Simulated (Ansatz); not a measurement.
MnSi (space group P2_13, No. 198; ferromagnetic)

```yaml
crystal:
  lattice:
    - [4.47132, 0.00000, 0.00000]
    - [0.00000, 4.47132, 0.00000]
    - [0.00000, 0.00000, 4.47132]
  atoms:
    - { symbol: Mn, position: [0.13707, 0.13707, 0.13707] }
    - { symbol: Mn, position: [0.63707, 0.36293, 0.86293] }
    - { symbol: Mn, position: [0.86293, 0.63707, 0.36293] }
    - { symbol: Mn, position: [0.36293, 0.86293, 0.63707] }
    - { symbol: Si, position: [0.84536, 0.84536, 0.84536] }
    - { symbol: Si, position: [0.34536, 0.65464, 0.15464] }
    - { symbol: Si, position: [0.15464, 0.34536, 0.65464] }
    - { symbol: Si, position: [0.65464, 0.15464, 0.34536] }
```

Computed with plane-wave PAW DFT at the PBEsol level (Ansatz, a quantum-chemistry and plane-wave program, 420 eV), without spin-orbit coupling, earlier PAW set. k-mesh 11×11×11 (Γ-centred); smearing 0.05 eV (Fermi–Dirac).

| Item | Result |
|---|---|
| Volume per atom | 11.17 Å³ |
| Density | 6.17 g/cm³ |
| Band gap | zero |
| Magnetic state | ferromagnetic |
| Total energy | -2245.686 eV/atom (σ→0; compares only within this code and set-up) |

Other magnetic orders, which the real material may have, were not ruled out. Stability against distortions was not tested.
